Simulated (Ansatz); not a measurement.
The reference is Cu in the fcc (Cu type) structure (space group Fm-3m, No. 225; relaxed with 0.1 eV smearing).

```
CELL_PARAMETERS angstrom
      0.00000     1.81494     1.81494
      1.81494     0.00000     1.81494
      1.81494     1.81494     0.00000
ATOMIC_POSITIONS crystal
  Cu 0.00000 0.00000 0.00000
```

Cartesian axes are those of the cell as printed.

Calculations: DFT with PBE, PAW potentials and a 420 eV plane-wave cutoff in Ansatz (an electronic-structure program), no spin-orbit coupling.

Modification: an isotropic linear strain of +2.00 %, atoms relaxed at fixed cell.

Problem. Predict the stress tensor and what it implies for the stiffness.

Solution. Stress of the strained cell less that of the base (GPa, compression positive):
```
   -7.2     0.0     0.0
    0.0    -7.2     0.0
    0.0     0.0    -7.2
```

Then B = −ΔP/(ΔV/V₀) with ΔV/V₀ = 0.0612 gives secant stiffness values (nonlinear terms included at this strain): B ≈ 118 GPa.

As a check, the harmonic strain energy −½ V₀ Δσ:ε is 16 meV/atom; the computed energy rise is 17 meV/atom.

Whether these cells are dynamically stable was not tested. All final runs are without spin polarisation.
